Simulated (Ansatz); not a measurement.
# GaN: response to strain

The reference is GaN in the zinc blende structure (space group F-43m, No. 216).

```
GaN
1.0
    0.00000     2.22769     2.22769
    2.22769     0.00000     2.22769
    2.22769     2.22769     0.00000
Ga N
1 1
Direct
  0.00000   0.00000   0.00000
  0.25000   0.25000   0.25000
```

Cartesian axes are those of the cell as printed.

Strains are applied to the cell and any free atomic positions relax; under biaxial strain the out-of-plane vector relaxes too.

Level of theory: DFT with LDA, PAW potentials and a 420 eV plane-wave cutoff in Ansatz (a quantum-chemistry and plane-wave program), without spin-orbit coupling.

Notes on the quantities. in-plane stress: mean in-plane stress (compression positive).

```tsv
change	electron mass	in-plane stress	ratio −ε⊥/ε∥
base	0.18 mₑ (at Γ)	–	–
biaxial strain −2.50 %, plane normal [111], relaxed out of plane	0.18 mₑ out of plane, 0.20 mₑ in plane (at Γ)	+12.8 GPa	0.47
biaxial strain −1.67 %, plane normal [111], relaxed out of plane	0.18 mₑ out of plane, 0.19 mₑ in plane (at Γ)	+8.3 GPa	0.47
biaxial strain −1.25 %, plane normal [111], relaxed out of plane	0.18 mₑ out of plane, 0.19 mₑ in plane (at Γ)	+6.1 GPa	0.47
biaxial strain −0.83 %, plane normal [111], relaxed out of plane	–	+4.0 GPa	0.46
biaxial strain +0.42 %, plane normal [111], relaxed out of plane	0.17 mₑ (at Γ)	-1.9 GPa	–
biaxial strain +0.83 %, plane normal [111], relaxed out of plane	0.17 mₑ (at Γ)	-3.8 GPa	0.45
biaxial strain +1.67 %, plane normal [111], relaxed out of plane	0.17 mₑ out of plane, 0.16 mₑ in plane (at Γ)	-7.4 GPa	0.44
biaxial strain +2.08 %, plane normal [111], relaxed out of plane	0.17 mₑ out of plane, 0.16 mₑ in plane (at Γ)	-9.0 GPa	0.44
biaxial strain +2.50 %, plane normal [111], relaxed out of plane	0.16 mₑ out of plane, 0.15 mₑ in plane (at Γ)	-10.7 GPa	0.43
```

The levels and masses belong to the bands next to the band gap. Effective masses come from finite differences of ±0.01 Å⁻¹. Whether these cells are dynamically stable was not tested. This is not the structure that GaN has at room temperature and ambient pressure.
